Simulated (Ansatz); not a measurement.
System: zinc-blende BeS. Method: PBE-D4 in Ansatz (PAW).

Numerical settings: plane-wave cutoff 520 eV, 12×12×12 k mesh, Fermi–Dirac smearing 0.01 eV, scalar-relativistic PAW data made under PBE.

Pressure at four volumes; x = ln(V/14.062 Å³). One pressure is withheld.

```
V (Å³/atom)        x  P (GPa)
-----------  -------  -------
13.219       -0.0618     6.92
14.062        0.0000     0.01
14.625        0.0393    -3.60
14.906        0.0583        ?
```

Q: Pass a parabola P(x) through the three rows shown, estimate the bulk modulus and its pressure derivative near zero pressure, and predict the withheld pressure.

A: Slopes between the rows: (0.01 − (6.92))/(0.0000 − (-0.0618)) = -111.81 and (-3.60 − (0.01))/(0.0393 − (0.0000)) = -91.86 GPa. Their difference over the span 0.1011 is c = 19.95/0.1011 = 197.3 GPa, so P(x) = 6.92 + (-111.81)(x − (-0.0618)) + 197.3 (x − (-0.0618))(x − (0.0000)). At the middle row B = −dP/dx = −[-111.81 + 197.3 × 0.0618] = 99.6 GPa, and B′ = dB/dP = 2c/B = 4.0. At x = 0.0583 the parabola gives -5.13 GPa; the run gives -5.17 GPa. The Birch–Murnaghan fit to the energies at all volumes has B0 = 99.2 GPa and B′ = 3.8.

Measured, for comparison: bulk modulus 105 GPa (room temperature, not corrected to a static lattice; as tabulated in Narayana, Nesamony, Ruoff, Phys. Rev. B 56, no. 22 (1997)). Computed (rounded) less measured: bulk modulus -6 %.

Ansatz is a quantum-chemistry and plane-wave program.
